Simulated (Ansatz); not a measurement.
B20 (FeSi-type) FeGe, treated with BLYP in Ansatz (plane waves, PAW).

Run with plane-wave cutoff 520 eV, 12×12×12 k mesh, Fermi–Dirac smearing 0.05 eV, spin-polarised with parallel moments, scalar-relativistic PAW data made under PBE.

Cell (measured lattice):

```yaml
crystal:
  lattice:
    - [4.68900, 0.00000, 0.00000]
    - [0.00000, 4.68900, 0.00000]
    - [0.00000, 0.00000, 4.68900]
  atoms:
    - { symbol: Fe, position: [0.86765, 0.63235, 0.36765], spin: 1.2 }
    - { symbol: Fe, position: [0.36765, 0.86765, 0.63235], spin: 1.2 }
    - { symbol: Fe, position: [0.13235, 0.13235, 0.13235], spin: 1.2 }
    - { symbol: Fe, position: [0.63235, 0.36765, 0.86765], spin: 1.2 }
    - { symbol: Ge, position: [0.15916, 0.34084, 0.65916] }
    - { symbol: Ge, position: [0.65916, 0.15916, 0.34084] }
    - { symbol: Ge, position: [0.84084, 0.84084, 0.84084] }
    - { symbol: Ge, position: [0.34084, 0.65916, 0.15916] }
```

Task: Predict the magnetic moment (largest site, within a sphere).

Result: 
- magnetic moment (largest site, within a sphere): 1.14 μB

The run finds no gap.

Note: the collinear magnetic order is the start's and need not be the measured one; cell and atoms aren't relaxed at this level (largest force component 0.03 eV/Å, pressure 6.8 GPa).

Spins in the cell block are starting values.

Moments are spin moments.

The computed numbers hold no vibrational or temperature effects.

Ansatz is a first-principles code.
